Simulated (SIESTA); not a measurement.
How far to go with the k-point mesh at a smearing width of 0.05 eV: Au (Fm-3m, 1 atom in the cell)

```
CELL_PARAMETERS angstrom
      0.00000     2.03388     2.03388
      2.03388     0.00000     2.03388
      2.03388     2.03388     0.00000
ATOMIC_POSITIONS crystal
  Au 0.00000 0.00000 0.00000
```

Method of the run: SIESTA 5.4.2 with GGA PBEsol, numerical atomic orbitals DZP, PseudoDojo PBEsol standard norm-conserving potentials (rewritten from UPF to PSML).

Base settings: XC.functional = GGA; XC.authors = PBEsol; potentials = PseudoDojo PBEsol standard; PAO.BasisSize = DZP; PAO.EnergyShift = 0.01 Ry; MeshCutoff = 300 Ry; kgrid.MonkhorstPack = 8 8 8; OccupationFunction = FD; ElectronicTemperature = 0.1 eV; MaxSCFIterations = 150.

In this ladder: ElectronicTemperature = 0.05 eV.

The second cell is the first with its lattice scaled by 0.98.

Only quantities that move along the ladder and can be compared are tabulated.

Core times come from one kind of shared machine, to one figure; runs under 30 s give none.

The starting cell has typed, rounded lattice constants, without a prior relaxation at this level. Its lattice was rescaled by up to half a per cent. Values carry the incompleteness of an atom-centred basis.

| kgrid.MonkhorstPack | free energy less the last step's (meV/atom) | energy of the compressed cell less the first (meV/atom) | pressure (GPa) | core time / last (rough) |
|---|---|---|---|---|
| 5 5 5 | -112.17 | 29.85 | -1.06 | – |
| 6 6 6 | 70.43 | 45.02 | 1.01 | – |
| 7 7 7 | -52.46 | 33.37 | -0.62 | – |
| 9 9 9 | -22.67 | 34.56 | -0.44 | – |
| 10 10 10 | 19.71 | 37.23 | 0.06 | – |
| 15 15 15 | 0.10 | 34.14 | -0.45 | – |
| 18 18 18 | -1.12 | 35.58 | -0.28 | 0.3 |
| 22 22 22 | -0.91 | 34.79 | -0.36 | 0.5 |
| 27 27 27 | 0.45 | 34.69 | -0.40 | 0.6 |
| 33 33 33 | 0.00 | 34.74 | -0.38 | 1 |

Coarsest kgrid.MonkhorstPack that holds the energy of the compressed cell less the first within 2 meV/atom of the last step, with all finer ones: 15 15 15; the step before is off by 2.5 meV/atom.

Coarsest kgrid.MonkhorstPack that holds the free energy within 1 meV/atom of the last step, with all finer ones: 22 22 22; the step before is off by 1.1 meV/atom.

Coarsest kgrid.MonkhorstPack that holds the pressure within 1 GPa of the last step, with all finer ones: 7 7 7; the step before is off by 1.4 GPa.

The energy difference between the two cells stays within 1 meV/atom of the last step's from 15 15 15 on, the total only from 22 22 22 on: much of the error is common to both cells and cancels.
